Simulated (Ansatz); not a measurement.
**SnSe (model structure, started from the zincblende type, F-43m, No. 216, 2 atoms in the cell): properties by level of theory**

| level (code) | lattice parameter a (Å) | formation enthalpy (eV/atom) |
|---|---|---|
| PBE (Ansatz) | 6.780 | -0.223 |
| PBEsol (Ansatz) | 6.656 | -0.103 |
| PBE-D3(BJ) (Ansatz) | 6.735 | -0.127 |

Ansatz's density-functional and Hartree–Fock values are scalar-relativistic unless marked +SOC, with PAW data made under PBE.

A model structure was made by putting elements into a prototype or built by hand; it is no filed structure, need not be a known phase, and can be a saddle point held by its symmetry.

Ansatz is an electronic-structure program.
